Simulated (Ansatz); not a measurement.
Results of PBEsol (Ansatz, a program for electronic structure, PAW) for rutile MgH2.

Run with plane-wave cutoff 520 eV, 8×8×12 k mesh (along the axes of the cell as run), Fermi–Dirac smearing 0.01 eV, scalar-relativistic PAW data made under PBE.

Response to compression and expansion:

Shape and atoms are relaxed at each volume.

```csv
V (Å³/atom),P (GPa),direct gap at Γ (eV),smallest gap on the k mesh (eV),c (Å)
9.643,2.19,4.813,3.531,2.985
9.844,1.04,4.840,3.526,2.997
10.045,0.00,4.869,3.522,3.008
10.246,-0.96,4.898,3.512,3.019
10.446,-1.83,4.929,3.501,3.031
```

The fundamental gap (3.47 eV at the equilibrium volume, with added k points) lies elsewhere than Γ–Γ.

Note: the bulk modulus comes from volumes at which shape and atoms were relaxed.
